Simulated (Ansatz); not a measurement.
## InSb: pressure series

Consider InSb in the zinc blende structure (space group F-43m, No. 216).

```
CELL_PARAMETERS angstrom
      0.00000     3.27863     3.27863
      3.27863     0.00000     3.27863
      3.27863     3.27863     0.00000
ATOMIC_POSITIONS crystal
  Sb 0.75000 0.75000 0.75000
  In 0.00000 0.00000 0.00000
```

Cell and atoms are relaxed at each pressure.

Method: plane-wave PAW DFT at the r2SCAN level (Ansatz, a first-principles code, 500 eV), scalar-relativistic without spin-orbit coupling, earlier PAW set.

Notes on the quantities. enthalpy: H = E + PV relative to the base's energy.

```csv
change,enthalpy,shortest interatomic distance
base,–,2.839 Å
pressure −2 GPa,-0.45 eV/atom,2.890 Å
pressure −1 GPa,-0.22 eV/atom,2.863 Å
pressure 3 GPa,+0.64 eV/atom,2.783 Å
pressure 7 GPa,+1.44 eV/atom,2.727 Å
pressure 15 GPa,+2.93 eV/atom,2.648 Å
pressure 30 GPa,+5.45 eV/atom,2.550 Å
pressure 50 GPa,+8.47 eV/atom,2.464 Å
pressure 75 GPa,+11.89 eV/atom,2.389 Å
pressure 100 GPa,+15.05 eV/atom,___
```

### Question
Some entries are withheld; estimate them.

### Answer

- pressure 100 GPa, shortest interatomic distance: 2.333 Å

Load acts through the strain it causes; cell and atoms are relaxed under it. Stability against distortions was not tested. Tetrahedral semiconductors of this kind turn to denser phases somewhere between about 1 and 50 GPa; those were not computed, so compressed cells here can lie past the real transition. All final runs are without spin polarisation.
